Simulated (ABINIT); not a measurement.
## Pressure against volume in hcp Os (space group 194) (ABINIT, PBE)

```xyz
2
Lattice="2.6815 0.0000 0.0000 -1.3407 2.3222 0.0000 0.0000 0.0000 4.2432" Properties=species:S:1:pos:R:3 pbc="T T T"
Os     1.3407     0.7741     3.1824
Os     0.0000     1.5481     1.0608
```

Computed with PBE, norm-conserving pseudopotentials (PseudoDojo nc-sr-05 PBE standard) (plane waves; ABINIT). Settings: pseudos = [Os.upf]; ecut = 96 Ry; ixc = 11; occopt = 3; tsmear = 0.05 eV; ngkpt = 17 17 10; nshiftk = 1; shiftk = 0 0 0; potentials = PseudoDojo nc-sr-05 PBE standard; nband = 22; kptopt = 1; nstep = 80; tolvrs = 1e-11. The cell above is the first row's. The rows scale it uniformly. In all rows fractional positions and the k mesh are held.

```csv
V (Å^3/atom),P (GPa)
13.211,?
13.498,24.85
13.785,14.52
14.073,5.33
14.360,-2.85
14.647,-10.12
14.934,-16.58
15.221,-22.32
15.509,-27.40
```

The 8 complete rows are fitted with a cubic, P against V. With u = V - 14.5, the rows have u = -1.0020, -0.7150, -0.4270, -0.1400, 0.1470, 0.4340, 0.7210, 1.0090. Least squares gives P = -6.513 - 25.3528·u + 5.2655·u² - 0.6577·u³. Residuals (row less fit): 0.011, -0.027, 0.006, 0.009, 0.008, -0.002, -0.018, 0.009; standard error 0.019 (degrees of freedom: 4). The fitted pressure is zero at V0 = 14.26, where dP/dV = -28.04, so B0 = -V0·dP/dV = 400 GPa.

Question: Predict the withheld P at V = 13.211 from the fit, and compare with the calculation.

Answer: u = -1.2890, so P = -6.513 - 25.3528 × (-1.2890) + 5.2655 × (-1.2890)² - 0.6577 × (-1.2890)³ = 36.324 GPa. The calculation gives 36.44 GPa, 0.116 GPa above the prediction (0.2 % of the range of P in the table). The row lies outside the fitted rows, so this is an extrapolation. From the scatter of the fitted rows alone, a prediction at this place has a standard error of 0.050 GPa, so the miss is 2.3 times that.

Carrying the step between the two nearest rows on in a straight line would have given 35.18, off by 1.26; series whose last step already gives the withheld value aren't shown. The scan was laid around a cell of about the measured size, scaled by a guess for this functional; axis ratios and inner coordinates come from that cell. The runs keep the symmetry of the cell, so they don't test it for distortions. Spin polarisation is off. Spin-orbit coupling is off. The shape of the cell and the inner coordinates aren't relaxed, so V0 and B0 belong to this uniform scaling; a relaxed crystal lies no higher in energy and is usually softer. Cutoffs and mesh are single choices, not tested for convergence of this quantity. Series with a scatter that would blur these digits, or in which a gap closes, are not shown.
